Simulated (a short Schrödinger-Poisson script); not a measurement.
From a short Schrödinger-Poisson script (our own, NumPy): 1D Poisson equation in equilibrium, electrons quantum, Hartree (BenDaniel-Duke, 12 states a valley, the channel's in-plane mass for all, wave functions ending at the dielectric), parabolic valleys, classical holes, full ionisation, no traps, pinning or gate leakage.

Structure: symmetric double-gate stack, SiO2 on p-type Si(100), at 77 K.

From the gate side: 1.5 nm SiO2; 8 nm Si, acceptors 1e16 cm⁻³; 1.5 nm SiO2.

The device is made up for the run: typed textbook-type constants, with dimensions and the other settings drawn at random. SiO2: permittivity 3.9, conduction-band edge (eV) 3.15, gap (eV) 9, electron mass (mₑ) 0.5. Si: permittivity 11.7, conduction-band edge (eV) 0, gap (eV) 1.124, Nv at 300 K (cm⁻³) 3.1e19.

Channel valleys (confinement mass, in-plane density-of-states mass, number): Δ2 0.916, 0.19, 2; Δ4 0.19, 0.417, 4. At the gates, both at one voltage, the conduction-band edge of layer 1 lies 3.62 eV − eVg above the Fermi level of the channel. Gaps are held at their typed values at every temperature. Mesh 0.03 nm at interfaces.

Question: Give the sheet density of all electrons at Vg = 1.15 V (cm⁻²); the sheet density of all electrons at Vg = 0.55 V (cm⁻²); the capacitance of both gates at Vg = 1.15 V (μF/cm²).

Answer: sheet density of all electrons at Vg = 1.15 V (cm⁻²): 1.39e13; sheet density of all electrons at Vg = 0.55 V (cm⁻²): 1.36e12; capacitance of both gates at Vg = 1.15 V (μF/cm²): 3.56.
